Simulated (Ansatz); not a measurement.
Take TiO2 in the rutile structure (space group P4_2/mnm, No. 136; a = 4.548 Å, c = 2.917 Å) as the base. Axes: x, y, z lie along a, b, c of the conventional cell.

Level of theory: LDA, PAW, 420 eV (Ansatz, a program for electronic structure; no SOC).

Base values:

| Property | Value |
|---|---|
| Band gap | 1.86 eV |
| Electron mass | 0.52 mₑ along c, 1.1 mₑ across (at Γ) |
| Gap character | direct at Γ |

Modification: uniaxial strain ε_zz = −2.40 %, all other strain components held at zero; the atoms relax in the strained cell.

**Question.** What does the calculation give for the energy relative to the base, band gap, electron mass and gap character after the change?

**Answer.** The energy grows by 10 meV/atom; the band gap goes up by 0.04 eV to 1.90 eV; the electron mass becomes 0.48 mₑ along z, 1.0 mₑ across (at Γ) (base: 0.52 mₑ along c, 1.1 mₑ across (at Γ)); the gap character is still direct at Γ.

Effective masses come from finite differences of ±0.01 Å⁻¹. No phonon test of stability was made. The final runs are not spin-polarised.
